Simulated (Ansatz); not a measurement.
CsCl-type RuAl, treated with r²SCAN (plane waves, PAW; Ansatz, a quantum-chemistry and plane-wave program).

Run with plane-wave cutoff 500 eV, 18×18×18 k mesh, Fermi–Dirac smearing 0.1 eV, no spin polarisation, scalar-relativistic PAW data made under PBE.

Computed at the level's own relaxed cell.

Q: What does this level give for the volume per atom and lattice parameter a?

A: 
* **volume per atom**: 13.27 Å³/atom
* **lattice parameter a**: 2.983 Å

Measured, for comparison: lattice constant a 2.992 Å (temperature not stated, copied from a table, unchecked, no zero-point or thermal correction; as tabulated in Acta Metallurgica 41, 863 (1993)). Computed (rounded) less measured: lattice constant a not scored (unchecked). A static lattice is as a rule a little smaller and stiffer than an uncorrected measurement, which narrows the difference in the lattice constant a and would widen misses of the other sign.
